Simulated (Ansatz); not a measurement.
A self-consistent single point of SrO (P6_3/mmc, 4 atoms in the cell) with Ansatz (a first-principles code)

Method of the run: r2SCAN, default PAW files made with PBE (plane waves; Ansatz).

This input was run:

Ansatz 0.2 input:
```yaml
# SrO
crystal:
  lattice:
    - [3.553290, 0.000000, 0.000000]
    - [-1.776645, 3.077239, 0.000000]
    - [0.000000, 0.000000, 6.217300]
  atoms:
    - { symbol: Sr, position_ang: [-0.000002, 2.051494, 1.554325] }
    - { symbol: Sr, position_ang: [1.776647, 1.025745, 4.662975] }
    - { symbol: O, position_ang: [0.000000, 0.000000, 0.000000] }
    - { symbol: O, position_ang: [0.000000, 0.000000, 3.108650] }
kpoints:
  mp_grid: { grid: [6, 6, 3] }
hamiltonian:
  xc: r2scan
  pseudopotentials: { kind: paw }
scf:
  occupations: { method: fixed }
output:
  forces: true
  eigenvalues: true
  stress: true
```

The program printed (abridged):

```
WARN the atoms were moved onto the symmetric positions of the space group found under crystal.symmetry.tolerance 1.0e-5 (fractional …
WARN basis.ecutwfc = 500 eV, the default
WARN ansatz: RAYON_NUM_THREADS=1 ignored (pool sized by the plan → 1); use --threads N
Pseudopotentials: kind: paw
Pseudopotential: Sr, paw, valence charge 10
Pseudopotential: O, paw, valence charge 6
Crystal: 4 atoms, lattice volume = 67.982 Å³
Basis set: ecut = 500 eV, 1727 PW (Γ), exchange–correlation on 108×108×192 points (64 copies of the dense FFT grid, shifted against one another)
Bands: 20, of which v1, the nominal top of the filled ones, is band 16 counted from 1 (15 counted from 0)
Symmetry: 24 space group operations
Space group: P63/mmc (ITA 194), of the structure as read, at distance tolerance 4.1e-5 Å
k-points: 14 of 108
PAW frozen core: Sr, regenerated for the run's functional
PAW frozen core: O, regenerated for the run's functional
Initial density: superposition of atomic densities (neutral atoms: chi_scale 0, normalization atom), corrected by the library's trained network
Initial wavefunctions: pseudopotential atomic-orbital guess
Eigensolver: davidson
Functional: x = r2scan, c = r2scan; τ floored in thin density (d = 2e-4 eV/Å³)
SCF iter   1: F=—  HF=-8253.580092 eV  |F-HF|=—  |Δ(HF+E_count)|=         —  Δρ=9.92e-3  dr2=9.07e-2  dr2_τ=1.19e-1  ethr=1.77e-3  ⟨swp⟩=6.3  Hψ=1482  notcnv=0  defer=20
all-band conjugate gradients solve this SCF's bands
preconditioner: auto → Resta (q_TF=auto, 2.406 Å⁻¹)
SCF iter   2: F=—  HF=-8253.747774 eV  |F-HF|=—  |Δ(HF+E_count)|=   1.68e-1  Δρ=5.27e-3  dr2=6.99e-3  dr2_τ=3.77e-3  ethr=2.84e-4  ⟨swp⟩=2.9  Hψ=631  notcnv=0  defer=27
SCF iter   3: F=—  HF=-8253.747617 eV  |F-HF|=—  |Δ(HF+E_count)|=   1.57e-4  Δρ=2.32e-3  dr2=2.36e-3  dr2_τ=2.13e-4  ethr=2.18e-5  ⟨swp⟩=3.0  Hψ=504  notcnv=0  defer=28
SCF iter   4: F=—  HF=-8253.747314 eV  |F-HF|=—  |Δ(HF+E_count)|=   3.02e-4  Δρ=4.14e-4  dr2=8.90e-5  dr2_τ=9.36e-6  ethr=7.37e-6  ⟨swp⟩=2.8  Hψ=460  notcnv=0  defer=28
SCF iter   5: F=—  HF=-8253.747324 eV  |F-HF|=—  |Δ(HF+E_count)|=   1.00e-5  Δρ=9.86e-5  dr2=8.01e-6  dr2_τ=5.75e-7  ethr=2.78e-7  ⟨swp⟩=2.8  Hψ=493  notcnv=0  defer=27
SCF iter   6: F=-8253.747324 eV  HF=-8253.747324 eV  |F-HF|=1.59e-8  |Δ(HF+E_count)|=   3.85e-7  Δρ=1.05e-5  dr2=7.07e-8  dr2_τ=6.51e-9  ethr=3.13e-10  ⟨swp⟩=9.6  Hψ=2146  notcnv=0
SCF 1 converged in 6 iterations: F = -8253.747324 eV  dr2 = 7.07e-8
SCF converged after 6 iterations
Free energy (F): -8253.747324 eV
Harris-Foulkes:  -8253.747324 eV  (|F-HF|=1.59e-8)
Internal energy: -8253.747324 eV  (E = F + TS)
E sigma→0 (E₀):  -8253.747324 eV
Fermi energy:    8.189026 eV
--- Per-component energies (eV) ---
  E_band       = -137.319547
  E_kinetic    = 848.481878
  E_local      = -1736.370781  (includes V_loc(G=0)·N_el)
  E_nonlocal   = 497.447996
  E_hartree    = 474.675084
  E_xc         = -478.371214
  E_vxc        = -573.282437  (∫ρ·V_xc dr)
  E_paw        = -5750.374462  (= ΣΔE_a)
  E_vpaw       = -155.864221  (= ΣTr[D̂ρ^β])
  E_aug_tail   = 0.002076  (compensation charges beyond the density's cutoff)
  E_vtau       = 32.921060  (kinetic-family band-sum trace: ∫τ·v_τ [+ j·A + Jᵃ·Aᵃ] dr)
  E_ewald      = -2108.881947
  E_core_change = -0.355955  (= ΣΔE_core)
  E_smearing   = -0.000000  (= −TS)
  E_closure    = 0.000000  (closes the sum)
  Σ components = -8253.747324   (vs F -8253.747324, Δ=0.00e0)
--- Forces (eV/Å), atoms counted from 1 ---
  atom   1  Sr     0.00000000     0.00000000     0.00000000
   [... zero for the other atoms too ...]
  max |Σ_I F_I| component: 5.26e-31 eV/Å
--- Stress (GPa, compression-positive) ---
       -0.430561       0.000000       0.000000
       -0.000000      -0.430561       0.000000
        0.000000       0.000000      -0.438372
  P = ⅓ Tr σ = -0.4332 GPa (-4.332 kbar)
  The stress holds the Pulay correction. Without it, at fixed plane waves, as pw.x and ABINIT print it: P = -0.4729 GPa
--- Band table (eV; the first three rows and the last of 14) ---
  k-point 0: bands = ["-25.7892", "-25.6790", "-9.6485", "-8.3032", "-6.8446", "-6.8446", "-6.8076", "-6.7955", "-6.7955", "-5.5333", "5.5224", "7.1684", "7.1684", "7.3964", "7.3964", "8.1890", "11.8451", "13.6282", "13.9115", "14.9802"]
  k-point 1: bands = ["-25.7620", "-25.7069", "-9.3951", "-8.7673", "-6.8323", "-6.8323", "-6.8077", "-6.8077", "-6.3693", "-5.7774", "6.0415", "7.2072", "7.2072", "7.3057", "7.3204", "7.3204", "12.7165", "13.6128", "14.2891", "15.4685"]
  k-point 2: bands = ["-25.7541", "-25.6580", "-9.4368", "-8.7123", "-7.0792", "-6.9332", "-6.8159", "-6.8114", "-6.5054", "-5.7922", "5.8351", "6.7195", "7.2217", "7.2655", "7.2988", "8.0594", "12.5965", "12.9429", "14.4753", "15.6705"]
  k-point 13: bands = ["-25.6060", "-25.6060", "-9.3434", "-8.7299", "-7.5533", "-7.5533", "-6.9540", "-6.9540", "-6.7199", "-6.0221", "6.1616", "6.1616", "6.8578", "7.3254", "7.4006", "7.4006", "13.5624", "13.5624", "15.7843", "15.7843"]
```

The run converged in 6 iterations.

The starting cell comes from a database of computed structures (which also holds hypothetical and non-ambient phases and stackings), without a prior relaxation at this level. Ansatz's pressure includes its estimate of the finite-basis (Pulay) stress.
